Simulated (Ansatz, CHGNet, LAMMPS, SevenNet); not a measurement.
# Equilibrium lattice constant a of Nb (model structure, started from the diamond type, Fd-3m, No. 227, 2 atoms in the cell) at several levels of theory

No measured value is used here.

```tsv
level (code)	value (Å)
CHGNet-r²SCAN	5.902
SevenNet-0	5.900
UF3 Nb.uf3 (LAMMPS)	6.222
LDA (Ansatz)	5.753
PBEsol (Ansatz)	5.807
r²SCAN (Ansatz)	5.853
```

LDA, PBEsol, r²SCAN: the run has no spin polarisation, so it can have missed a magnetic state. Cutoffs differ between the levels. Ansatz's density-functional and Hartree–Fock values are scalar-relativistic unless marked +SOC, with PAW data made under PBE.

Machine-learned potentials (CHGNet-r²SCAN, SevenNet-0, UF3 Nb.uf3) are trained on DFT data: a solid inside that data is no test of them.

A model structure was made by putting elements into a prototype or built by hand; it is no filed structure, need not be a known phase, and can be a saddle point held by its symmetry.

Ansatz is an electronic-structure program.
